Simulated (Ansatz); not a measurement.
Consider V3Si in the A15 (Cr3Si type) structure (space group Pm-3n, No. 223; a = 4.650 Å). Axes: x, y, z lie along the cube axes.

All numbers come from plane-wave PAW DFT at the PBEsol level (Ansatz, a quantum-chemistry and plane-wave program, 420 eV), without spin-orbit coupling, earlier PAW set.

For the base:

* **Volume per atom**: 12.57 Å³
* **Pressure**: 0.0 GPa

One thing is altered: tensile biaxial strain of 1.92 % in the plane normal to [110], as in epitaxy on a mismatched substrate; the out-of-plane cell vector and the atoms relax.

### Question
Predict the new volume per atom, energy relative to the base and pressure.

### Answer
The volume per atom rises by 0.20 Å³ (12.57 Å³ → 12.77 Å³); the energy increases by 6.6 meV/atom; the pressure (mean of the normal stresses, compression positive) goes from zero to -3.1 GPa.

Without a gap, meshes like the base's 10×10×10 leave anisotropic stresses uncertain by several tenths of a GPa, and small strain energies with them. No phonon test of stability was made. Seeded moments were not kept for the base. The final runs are not spin-polarised.
